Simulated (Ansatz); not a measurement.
PbS (model structure, started from the zincblende type, F-43m, No. 216, 2 atoms in the cell), treated with r²SCAN+rVV10 (plane waves, PAW; Ansatz, a quantum-chemistry and plane-wave program).

Numerical settings: plane-wave cutoff 560 eV, 10×10×10 k mesh, Fermi–Dirac smearing 0.01 eV, scalar-relativistic PAW data made under PBE.

Cell (relaxed at this level):

PbS is modelled in the cubic space group F-43m (No. 216), the zinc blende structure, Pearson symbol cF8. Cell: a = 6.566 Å, b = 6.566 Å, c = 6.566 Å, α = 90.00°, β = 90.00°, γ = 90.00°. S on 4c sees 4 Pb at 2.843 Å (tetrahedral). Pb on 4a is coordinated by 4 S at 2.843 Å (tetrahedral). (Neighbours: up to the widest gap in distance over summed covalent radii, below 1.35, at either atom; cation-cation and far metal-metal contacts left out.)
(The calculation used a cell of 2 atoms; values per cell refer to that cell.)

Task: Estimate the band gap, smallest direct gap on the k points sampled and Γ–Γ gap that the calculation returns.

Result: 
band gap: 0.84 eV
smallest direct gap on the k points sampled: 1.36 eV
Γ–Γ gap: 4.62 eV

Note: the relaxation could raise the start's symmetry but not lower it, so the cell can be a saddle point.

Spin–orbit coupling is not included; with these elements it can move the gap by several tenths of an eV or more.

Computed values are for the static lattice.

It cost around 11 core-seconds (rough) of CPU time.

A model structure was made by putting elements into a prototype or built by hand; it is no filed structure, need not be a known phase, and can be a saddle point held by its symmetry.
